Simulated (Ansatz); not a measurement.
**A computed series for PbS: element substitutions**

The parent structure is PbS in the rock salt structure (space group Fm-3m, No. 225; a = 5.9027 Å).

Each row replaces one element on all its sites; cell and atoms are relaxed.

The values are results of Ansatz (an electronic-structure program), PBEsol, PAW, cutoff 420 eV, scalar-relativistic without spin-orbit coupling, not measurements.

Q: Only one of these keeps a band gap. Which?
A) Pb → Hg
B) Pb → Pt
C) S → Te

A: C, S → Te. Computed: Pb → Hg: zero; Pb → Pt: zero; S → Te: 0.65 eV

Spin-orbit coupling, missing from the scalar runs, can matter with Pb and Te. Stability against distortions was not tested. As relaxed here, PtS is a hypothetical phase, not in the database extracts checked. For HgS in this form, whether it has been made was not checked. The final runs are not spin-polarised. This is not the structure that HgS has at room temperature and ambient pressure. The zero or small gap of PbS can change with the level of theory.
